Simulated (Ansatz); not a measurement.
## Parameter sweep on MnSi (P2_13, 8 atoms in the cell)

```
MnSi
1.0
    4.37887     0.00000     0.00000
    0.00000     4.37887     0.00000
    0.00000     0.00000     4.37887
Mn Si
4 4
Direct
  0.36354   0.13646   0.86354
  0.13646   0.86354   0.36354
  0.86354   0.36354   0.13646
  0.63646   0.63646   0.63646
  0.65422   0.84578   0.15422
  0.84578   0.15422   0.65422
  0.15422   0.65422   0.84578
  0.34578   0.34578   0.34578
```
Moments meant for the start (each program seeds them in its own way; μB, in the order of the atoms Mn Mn Mn Mn Si Si Si Si): 4.0 4.0 4.0 4.0 0.0 0.0 0.0 0.0.

Base run A: PBE in Ansatz (a quantum-chemistry and plane-wave program), self-consistent single point.

Its settings: basis.ecutwfc = 420 eV; kpoints.mp_grid.grid = 6 6 6; hamiltonian.xc = pbe; hamiltonian.pseudopotentials = {kind: paw} (the program's default PAW files); magnetization.spin_polarized = true; scf.occupations.method = cold; scf.occupations.width = 0.136 eV.

The starting cell comes from a database of computed structures (which also holds hypothetical and non-ambient phases and stackings), without a prior relaxation at this level. Its lattice was rescaled by a random factor within 2.5 % of one. The moments shrank to a small part of their start, a low-spin state that need not be the lowest. In the base run, with a pressure of about 24 GPa the cell is away from its equilibrium volume at this level. Ansatz's pressure includes its estimate of the finite-basis (Pulay) stress.

ΔF is the free energy per atom less that of run A. 

The first pressure column holds Ansatz's estimate of the finite-basis (Pulay) stress, which hides part of the cutoff error; the other is without it.

In some runs the Pulay estimate is large (up to 84 GPa), a sign of a cutoff far from converged.

Runs:
- B: lattice scaled by 0.97
- C: lattice scaled by 0.97; basis.ecutwfc: 420 eV → 250 eV
- D: lattice scaled by 0.985
- E: lattice scaled by 0.985; basis.ecutwfc: 420 eV → 250 eV
- F: lattice scaled by 1.015
- G: lattice scaled by 1.015; basis.ecutwfc: 420 eV → 250 eV
- H: lattice scaled by 1.03
- I: lattice scaled by 1.03; basis.ecutwfc: 420 eV → 250 eV
- J: basis.ecutwfc: 420 eV → 250 eV

```json
[
 {"run": "A", "ΔF (meV/atom)": "0.00", "pressure (GPa)": "23.76", "largest force (eV/Å)": "0.412", "size of the net moment (μB/atom)": "0.39", "pressure at a fixed set of plane waves (GPa)": "23.71"},
 {"run": "B", "ΔF (meV/atom)": "224.4", "pressure (GPa)": "57.48", "largest force (eV/Å)": "0.922", "size of the net moment (μB/atom)": "0.29", "pressure at a fixed set of plane waves (GPa)": "57.42"},
 {"run": "C", "ΔF (meV/atom)": "1023.5", "pressure (GPa)": "61.97", "largest force (eV/Å)": "0.853", "size of the net moment (μB/atom)": "0.31", "pressure at a fixed set of plane waves (GPa)": "-22.51"},
 {"run": "D", "ΔF (meV/atom)": "89.8", "pressure (GPa)": "38.77", "largest force (eV/Å)": "0.653", "size of the net moment (μB/atom)": "0.32", "pressure at a fixed set of plane waves (GPa)": "38.71"},
 {"run": "E", "ΔF (meV/atom)": "875.1", "pressure (GPa)": "42.70", "largest force (eV/Å)": "0.602", "size of the net moment (μB/atom)": "0.36", "pressure at a fixed set of plane waves (GPa)": "-36.32"},
 {"run": "F", "ΔF (meV/atom)": "-51.9", "pressure (GPa)": "11.38", "largest force (eV/Å)": "0.200", "size of the net moment (μB/atom)": "0.45", "pressure at a fixed set of plane waves (GPa)": "11.33"},
 {"run": "G", "ΔF (meV/atom)": "714.8", "pressure (GPa)": "13.55", "largest force (eV/Å)": "0.242", "size of the net moment (μB/atom)": "0.45", "pressure at a fixed set of plane waves (GPa)": "-56.50"},
 {"run": "H", "ΔF (meV/atom)": "-70.6", "pressure (GPa)": "1.09", "largest force (eV/Å)": "0.071", "size of the net moment (μB/atom)": "0.49", "pressure at a fixed set of plane waves (GPa)": "1.05"},
 {"run": "I", "ΔF (meV/atom)": "693.0", "pressure (GPa)": "3.02", "largest force (eV/Å)": "0.100", "size of the net moment (μB/atom)": "0.49", "pressure at a fixed set of plane waves (GPa)": "-63.85"},
 {"run": "J", "ΔF (meV/atom)": "775.0", "pressure (GPa)": "26.58", "largest force (eV/Å)": "0.399", "size of the net moment (μB/atom)": "0.42", "pressure at a fixed set of plane waves (GPa)": "-47.45"}
]
```

Run F against A: The free energy drops by 51.9 meV/atom, the pressure goes from 23.76 to 11.38 GPa, the largest force goes from 0.412 to 0.200 eV/Å and the size of the net moment goes from 0.39 to 0.45 μB/atom.

Run J against A: The free energy goes up by 775 meV/atom, the pressure goes from 23.76 to 26.58 GPa, the largest force goes from 0.412 to 0.399 eV/Å and the size of the net moment hardly changes (0.39 to 0.42 μB/atom).

Keys are those of Ansatz 0.2.
